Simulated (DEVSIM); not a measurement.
Structure: abrupt Si p-n junction, at 350 K.

Layer 1 from the left is Si, thickness (μm) 15.0, Na (cm⁻³) 6.5e17, τn (s) 8.6e-5, τp (s) 8.6e-5. Layer 2 from the left is Si, thickness (μm) 19.0, Nd (cm⁻³) 1.9e16, τn (s) 8.6e-5, τp (s) 8.6e-5.

Left contact: ohmic. Right contact: ohmic. Voltage is applied to the left contact. Recombination: SRH at mid-gap, radiative. Mobility is μmin + (μ − μmin)/(1 + (N/Nref)^α).

Constants are typed, rounded textbook-type inputs, not results; the design itself was drawn at random and stands for no fabricated device. Values at 300 K; Nc and Nv go as T^1.5, mobilities as T to minus their exponent, the gap by Varshni's rule with the affinity fixed.

Si: gap (eV) 1.124, affinity (eV) 4.05, permittivity 11.7, Nc (cm⁻³) 2.86e19, Nv (cm⁻³) 3.1e19, μn (cm²/Vs) 1417, μp (cm²/Vs) 470, μn,min 52, μp,min 45, Nref,n 9.7e16, Nref,p 2.2e17, αn 0.68, αp 0.72, T exponent of μn 2.3, T exponent of μp 2.2, B (cm³/s) 4.7e-15, Varshni α (eV/K) 0.000473, Varshni β (K) 636.

Model (solved in DEVSIM): 1D drift-diffusion, Boltzmann statistics, complete ionisation; no tunnelling, impact ionisation, image-force lowering or self-heating.

Dark forward current:

```
|V| (V)  |J| (A/cm²)
-------  -----------
0.05        2.607e-8
0.10        1.590e-7
0.15        8.486e-7
0.20        4.447e-6
0.25        2.327e-5
0.30       0.0001219
0.35       0.0006389
0.40        0.003349
0.45         0.01755
0.50         0.09177
0.55          0.4745
0.60           2.335
0.65           9.960
0.70           33.86
0.75           92.35
0.80           210.3
0.85           414.3
0.90           726.9
0.95            1164
1.00            1737
1.05            2455
```

Q: Work out the local ideality factor n = ΔV / (kT/q · ln(J2/J1)) between the rows 0.15 and 0.20 V, 0.35 and 0.40 V, 1.00 and 1.05 V.

A: kT/q = 30.16 mV. From 0.15 to 0.20 V: ln(4.447e-6/8.486e-7) = 1.656, n = 1.00, near the 1 of diffusion or emission over a barrier. From 0.35 to 0.40 V: ln(0.003349/0.0006389) = 1.657, n = 1.00, near the 1 of diffusion or emission over a barrier. From 1.00 to 1.05 V: ln(2455/1737) = 0.346, n = 4.79.

Q: Estimate the current at 0.35 V from the Shockley equation with J0 = Σ q ni² D/(N L) coth(W/L), τ joining the SRH, radiative and Auger lifetimes that are on, and W taken as the whole layer.

A: ni² = 1.43e23 cm⁻⁶; electrons in the p layer: μ = 243 cm²/Vs, D = 7.32 cm²/s, τ = 6.81e-5 s, L = 223 μm, W/L = 0.067, term 1.72e-10 A/cm²; holes in the n layer: μ = 291 cm²/Vs, D = 8.76 cm²/s, τ = 8.53e-5 s, L = 273 μm, W/L = 0.069, term 5.56e-9 A/cm². J0 = 5.73e-9 A/cm², and J = J0 exp(qV/kT) = 0.000628 A/cm². The simulation gives 0.000639 A/cm²; the estimate lies 1.6 % below. The estimate leaves out recombination in the depletion region and that region's share of W.
